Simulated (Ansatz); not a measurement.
## Cu under a change: isotropic strain +1.36 %

The parent structure is Cu in the fcc (Cu type) structure (space group Fm-3m, No. 225; a = 3.563 Å; relaxed with 0.1 eV smearing).

Now apply this change: every lattice vector is stretched by 1.36 %; the atoms relax in the strained cell.

Calculations: PBEsol (Ansatz, a first-principles code, PAW, scalar-relativistic without spin-orbit coupling), earlier PAW set. Γ-centred 32×32×32 mesh, Fermi–Dirac width 0.1 eV.

The volume per atom increases by 0.47 Å³ (11.31 Å³ → 11.78 Å³) and the space group stays Fm-3m (No. 225). The shortest interatomic distance rises by 0.0648 bohr to 4.826 bohr and the energy rises by 9.4 meV/atom. The band gap is still zero.

Final structure:

```yaml
crystal:
  lattice:
    - [0.00000, 1.80593, 1.80593]
    - [1.80593, 0.00000, 1.80593]
    - [1.80593, 1.80593, 0.00000]
  atoms:
    - { symbol: Cu, position: [0.00000, 0.00000, 0.00000] }
```

Cost of the whole job for the changed cell (relaxation, final SCF and bands): very roughly 15 core-seconds.

No phonon test of stability was made. All final runs are without spin polarisation.
